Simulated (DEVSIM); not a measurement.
Structure: Schottky contact on n-type Si, at 300 K.

```csv
layer (left to right),material,thickness (μm),Nd (cm⁻³),τn (s),τp (s)
1,Si,3.60,2.6e15,2.2e-5,2.2e-5
2,Si,5.60,7e17,2.2e-5,2.2e-5
```

Left contact: Schottky, work function 4.59 eV, emission velocity 3e6 cm/s. Right contact: ohmic. Voltage is applied to the left contact. Recombination: SRH at mid-gap, Auger. Mobility is μmin + (μ − μmin)/(1 + (N/Nref)^α).

The device is made up for the run: typed textbook-type constants, with dimensions and the other settings drawn at random. Values at 300 K; Nc and Nv go as T^1.5, mobilities as T to minus their exponent, the gap by Varshni's rule with the affinity fixed.

| parameter | Si |
|---|---|
| gap (eV) | 1.124 |
| affinity (eV) | 4.05 |
| permittivity | 11.7 |
| Nc (cm⁻³) | 2.86e19 |
| Nv (cm⁻³) | 3.1e19 |
| μn (cm²/Vs) | 1417 |
| μp (cm²/Vs) | 470 |
| μn,min | 52 |
| μp,min | 45 |
| Nref,n | 9.7e16 |
| Nref,p | 2.2e17 |
| αn | 0.68 |
| αp | 0.72 |
| T exponent of μn | 2.3 |
| T exponent of μp | 2.2 |
| Cn (cm⁶/s) | 2.8e-31 |
| Cp (cm⁶/s) | 9.9e-32 |
| Varshni α (eV/K) | 0.000473 |
| Varshni β (K) | 636 |

Model (solved in DEVSIM): 1D drift-diffusion, Boltzmann statistics, complete ionisation; no tunnelling, impact ionisation, image-force lowering or self-heating. Metal contacts follow the ideal Schottky-Mott rule: no Fermi-level pinning, no interface dipoles.

The temperature was swept, all else fixed.

```tsv
temperature (K)	dark forward voltage at 100 A/cm² (V)	potential step across the device at zero bias (V)
250	0.342	0.466
300	0.310	0.444
350	0.284	0.421
400	0.263	0.397
450	0.245	0.373
500	0.214	0.347
```

From the first row to the last the dark forward voltage at 100 A/cm² goes from 0.342 to 0.214. From the first row to the last the potential step across the device at zero bias goes from 0.466 to 0.347.
